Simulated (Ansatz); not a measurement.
An Ansatz (a program for electronic structure) input (r2SCAN in Ansatz (plane waves to 500 eV, PAW, spin-orbit coupling left out), earlier PAW set):

Ansatz 0.2 input:
```yaml
crystal:
  lattice:
    - [0, 2.2752306881, 2.2681992704]
    - [2.2681992704, 0, 2.2681992704]
    - [2.2681992704, 2.2752306881, 0]
  atoms:
    - { symbol: P, position: [0.75, 0.75, 0.75] }
    - { symbol: B, position: [0, 0, 0] }
basis: { ecutwfc: 500, ecutrho_ratio: 4, xc_grid: 4, fft_grid_basis: typed }
kpoints: { mp_grid: { grid: [12, 12, 12] } }
hamiltonian:
  xc: r2scan
  dispersion: none
  pseudopotentials: { azcp: { folder: ./paw }, kind: paw }
scf: { occupations: { method: fermi_dirac, width: 0.05 }, convergence: { dr2_threshold: 0.0000000002 } }
relax: { f_tol: 0.005, max_steps: 50 }
output: { forces: true, stress: true }
checkpoint: { write: state.ck, write_every: 1000 }
```

**Question.** Which symmetry and how many k-points will the program report, and about how many plane waves at Γ?

**Answer.** Space group I-4m2 (ITA 119) with 8 operations, k-points 163 of 1728, and 609 plane waves at Γ.

**Question.** And the final pressure?

**Answer.** -0.53 GPa (compression positive).

The cells carry an imposed strain or load. Whether these cells are dynamically stable was not tested. The cell was made from BP in the zinc blende structure (space group F-43m, No. 216) by this change: uniaxial strain ε_yy = +0.31 %.
